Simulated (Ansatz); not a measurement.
An Ansatz (an electronic-structure program) run: MgZn2 with a change (pressure 0.3 GPa); DFT with PBEsol, PAW potentials and a 420 eV plane-wave cutoff in Ansatz, no spin-orbit coupling.

Input:

Ansatz 0.2 input:
```yaml
crystal:
  lattice:
    - [5.1352601262, 0, 0]
    - [-2.5676300631, 4.4472657243, 0]
    - [0, 0, 8.3378704333]
  atoms:
    - { symbol: Mg, position: [0.3333333333, 0.6666666667, 0.0627031366] }
    - { symbol: Mg, position: [0.6666666667, 0.3333333333, 0.9372968634] }
    - { symbol: Mg, position: [0.6666666667, 0.3333333333, 0.5627031366] }
    - { symbol: Mg, position: [0.3333333333, 0.6666666667, 0.4372968634] }
    - { symbol: Zn, position: [0, 0, 0] }
    - { symbol: Zn, position: [0, 0, 0.5] }
    - { symbol: Zn, position: [0.169644807, 0.3392896141, 0.75] }
    - { symbol: Zn, position: [0.830355193, 0.6607103859, 0.25] }
    - { symbol: Zn, position: [0.830355193, 0.169644807, 0.25] }
    - { symbol: Zn, position: [0.169644807, 0.830355193, 0.75] }
    - { symbol: Zn, position: [0.6607103859, 0.830355193, 0.75] }
    - { symbol: Zn, position: [0.3392896141, 0.169644807, 0.25] }
basis: { ecutwfc: 420, ecutrho_ratio: 4, xc_grid: 2, fft_grid_basis: typed }
kpoints: { mp_grid: { grid: [9, 9, 5] } }
hamiltonian:
  xc: pbesol
  dispersion: none
  pseudopotentials: { kind: paw }
scf: { occupations: { method: fermi_dirac, width: 0.05 } }
relax: { f_tol: 0.01, max_steps: 60, cell: { stress_tol: 0.02, p_target: 0.3 } }
output: { forces: true, stress: true }
checkpoint: { write: state.ck, write_every: 1000 }
```

Output (explanatory and most iteration lines left out):

```
Relaxation: its limit of steps is 60 (relax.max_steps)
Pseudopotential: Mg, paw, valence charge 10
Pseudopotential: Zn, paw, valence charge 12
Crystal: 12 atoms, lattice volume = 190.419 Å³
Basis set: ecut = 420 eV, 3753 PW (Γ), exchange–correlation on 72×72×120 points (8 copies of the dense FFT grid, shifted against one another)
Bands: 82, of which v1, the nominal top of the filled ones, is band 68 counted from 1 (67 counted from 0)
Symmetry: 24 space group operations
Space group: P63/mmc (ITA 194), of the structure as read, at distance tolerance 5.8e-5 Å
k-points: 36 of 405
Functional: x = pbesol(κ = 0.804, μ = 0.12345679012345678), c = pbesol(β = 0.046)
SCF iter   1: F=—  HF=-33897.266152 eV  |F-HF|=—  |Δ(HF+E_count)|=         —  Δρ=3.98e-3  dr2=3.07e-2  ethr=1.77e-3  ⟨swp⟩=6.5  Hψ=12960  notcnv=0  defer=84
SCF iter   2: F=—  HF=-33897.256830 eV  |F-HF|=—  |Δ(HF+E_count)|=   9.32e-3  Δρ=1.51e-3  dr2=1.46e-2  ethr=2.26e-5  ⟨swp⟩=2.0  Hψ=5539  notcnv=0  defer=160
SCF 1 converged in 8 iterations: F = -33897.251174 eV  dr2 = 5.92e-8
relax step   1: F+E_penalty+E_count = -33897.25117423 eV  Δ(F+E_penalty+E_count) = +0.000e0 eV  max|allowed force component| = 1.453e-3 eV/Å  Δτ_max = 0.0000 Å  P = +0.001 GPa  Ω = 190.419 Å³  (8 SCF iters, dr2 threshold 1.00e-7 eV, accepted)
[... steps on the carried basis left out ...]
relax step   4: F+E_penalty+E_count = -33897.25045344 eV  Δ(F+E_penalty+E_count) = +2.666e-4 eV  max|allowed force component| = 7.956e-4 eV/Å  Δτ_max = 0.0000 Å  P = +0.301 GPa  Ω = 189.656 Å³  stress off target by 4.18e-3 GPa  SCF on the basis re-selected at this cell (its energy is not comparable with the rows above)  (7 SCF iters)
SCF converged after 7 iterations
Free energy (F): -33897.250453 eV
Internal energy: -33897.230249 eV  (E = F + TS)
E sigma→0 (E₀):  -33897.240351 eV
Entropy (-TS):   -0.020205 eV (-1.684 meV/atom)
Fermi energy:    10.065051 eV
--- Forces (eV/Å), atoms counted from 1 ---
  atom   1  Mg     0.00000000     0.00000000     0.00079562
  atom   2  Mg    -0.00000000    -0.00000000    -0.00079562
  atom   3  Mg     0.00000000    -0.00000000     0.00079562
  atom   4  Mg    -0.00000000     0.00000000    -0.00079562
  atom   5  Zn    -0.00000000     0.00000000     0.00000000
  atom   6  Zn     0.00000000     0.00000000     0.00000000
  atom   7  Zn     0.00000000    -0.00049169     0.00000000
  atom   8  Zn    -0.00000000     0.00049169     0.00000000
  atom   9  Zn     0.00042582    -0.00024585     0.00000000
  atom  10  Zn    -0.00042582     0.00024585     0.00000000
  atom  11  Zn     0.00042582     0.00024585     0.00000000
  atom  12  Zn    -0.00042582    -0.00024585     0.00000000
--- Stress (GPa, compression-positive) ---
        0.304016       0.000000       0.000000
        0.000000       0.304016       0.000000
        0.000000       0.000000       0.295822
  P = ⅓ Tr σ = 0.3013 GPa (3.013 kbar)
--- Relaxed structure (3 steps of the walk, 3 accepted, 1 SCFs on fresh bases) ---
  cell:  # Å, volume = 189.6558 Å³
    - [5.12821861423216, 0.0, 0.0]
    - [-2.56410930711608, 4.441167596085281, 0.0]
    - [0.0, 0.0, 8.327267862127114]
  atoms:
    - { symbol: Mg, position: [0.3333333333333333, 0.6666666666666667, 0.06268363435407635] }
    - { symbol: Mg, position: [0.6666666666666667, 0.3333333333333333, 0.9373163656459235] }
    - { symbol: Mg, position: [0.6666666666666667, 0.3333333333333333, 0.5626836343540763] }
    - { symbol: Mg, position: [0.3333333333333333, 0.6666666666666667, 0.43731636564592363] }
    - { symbol: Zn, position: [-1.5145757361798899e-21, -1.2697434030430321e-21, -2.709030494153993e-22] }
    - { symbol: Zn, position: [-1.5145757361798891e-21, -1.2697434030430321e-21, 0.49999999999999994] }
    - { symbol: Zn, position: [0.1696431907785451, 0.3392863815570901, 0.75] }
    - { symbol: Zn, position: [0.8303568092214548, 0.6607136184429098, 0.24999999999999997] }
    - { symbol: Zn, position: [0.8303568092214548, 0.1696431907785451, 0.24999999999999997] }
    - { symbol: Zn, position: [0.1696431907785451, 0.8303568092214547, 0.75] }
    - { symbol: Zn, position: [0.6607136184429097, 0.8303568092214547, 0.75] }
    - { symbol: Zn, position: [0.3392863815570901, 0.1696431907785451, 0.24999999999999997] }
```

Load acts through the strain it causes; cell and atoms are relaxed under it. Whether these cells are dynamically stable was not tested. The cell was made from MgZn2 (space group P6_3/mmc, No. 194) by this change: pressure 0.3 GPa.
